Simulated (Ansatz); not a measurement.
```xyz
35
Lattice="3.7987 0.0000 -0.0211 0.0000 3.7987 -0.0102 0.4507 0.2284 32.2416" Properties=species:S:1:pos:R:3 pbc="T T T"
Ti     1.8845     3.7471     2.8856
Ti     3.7231     3.7727    10.1059
O      1.6994     3.5437     0.6633
O      1.7295     1.8546     3.2700
O      3.6247     3.7814     2.4987
O      1.8444     3.7560     4.8544
Ti     3.7169     1.8642     7.6838
Ti     1.7723     1.8573     5.2663
O      3.7070     1.8595     5.6831
O      3.7171     3.7644     8.1027
O      1.8116     1.8625     7.2714
O      3.7189     1.8691     9.6884
Ti     1.8386     3.7732    12.5435
O      1.8253     3.7710    10.5396
O      1.8398     1.8744    12.9723
O      3.7334     3.7718    12.1095
O      1.8431     3.7829    14.5449
Ti     3.7617     1.9849    17.3403
Ti     1.8448     1.8467    14.9771
O      3.7482     1.9272    15.3723
O      3.7351     3.7292    17.7095
O      1.8558     1.8263    16.9751
O      3.9405     1.8243    19.5656
Pt     1.1259     0.8815    23.0898
Pt     3.0112     2.7916    23.0823
Pt     2.9629     0.8509    20.9733
Pt     1.1264     2.8222    20.9677
Pt     1.1587     0.9034    27.3067
Pt     3.0548     2.8062    27.2892
Pt     3.0400     0.8970    25.1833
Pt     1.1372     2.7931    25.1942
Pt     1.1578     0.9582    31.5277
Pt     3.1289     2.7944    31.5039
Pt     3.0786     0.9216    29.3962
Pt     1.1687     2.8069    29.4052
```

The first 23 atoms are the substrate (TiO2-ana), the rest the film (Pt).

The numbers are results of PBE (plane waves to 420 eV, PAW; Ansatz, an electronic-structure program), not measurements. No spin–orbit coupling; the runs are not spin-polarised; PBE gaps are too small against experiment. Its k-point mesh 8×8×1, Fermi–Dirac width 0.05 eV.

Q: Describe the bonding at the interfaces and give the barriers.

A: A periodic stack without vacuum, fcc Pt (0 0 1) on anatase TiO2 (0 0 1) (film strained to the substrate, started from cuts of the bulks and a machine-learned relaxation; slabs Ti7O16 and Pt12, which can lie off the formulas): substrate slab Ti7O16, film Pt12, surface cells [[0, 1], [-1, 0]] and [[0, -1], [2, 1]], film strained by -4.3 and -4.3 %, outermost planes O/O and Pt/Pt as cut, which need not be the usual terminations and can put a slab off its formula.
| Item | Value |
|---|---|
| interface area | 14.4 Å² |
| period | 32.24 Å |
| heights between the nearest atoms of the two slabs at the two interfaces | 1.39 and 1.39 Å |
| O–Pt contacts across the interfaces within 1.22 times the sum of covalent radii | 4, mean 1.97 Å |
| hole barrier (PBE) | 0.35 eV |
| electron barrier (PBE) | 1.77 eV |
